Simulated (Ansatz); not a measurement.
What biaxial strain +0.83 %, plane normal [111], relaxed out of plane does to Pd

Take Pd in the fcc (Cu type) structure (space group Fm-3m, No. 225; a = 3.910 Å; relaxed with 0.1 eV smearing) as the base. Axes: x, y, z lie along the cube axes.

Now apply this change: biaxial strain +0.83 %, plane normal [111], relaxed out of plane (Cartesian); in-plane vectors clamped, the third vector and the atoms free.

All numbers come from plane-wave PAW DFT at the r2SCAN level (Ansatz, a first-principles code, 500 eV), without spin-orbit coupling. Γ-centred 29×29×29 mesh, Fermi–Dirac width 0.1 eV.

- Volume per atom = 15.08 Å³ (base 14.95 Å³)
- Space group = R-3m (No. 166) (base Fm-3m (No. 225))
- Shortest interatomic distance = 2.758 Å (base 2.765 Å)
- Energy relative to the base (free energy F) = +1.8 meV/atom
- Pressure (mean of the normal stresses, compression positive) = -1.5 GPa (base 0.0 GPa)
- Band gap = zero (base zero)
- Out-of-plane strain = -0.79 %
- Ratio −ε⊥/ε∥ = 0.95
- Mean in-plane stress (compression positive) = -2.2 GPa

Final structure (turned so that z lies along the plane normal):

```
CELL_PARAMETERS angstrom
      2.78802     0.00000     0.00000
      1.39401     2.41449     0.00000
      1.39401    -0.80483     2.23994
ATOMIC_POSITIONS crystal
  Pd 0.00000 0.00000 0.00000
```

Whether these cells are dynamically stable was not tested. The final runs are not spin-polarised. Pd has a high density of states at the Fermi level and may be magnetic at this level.
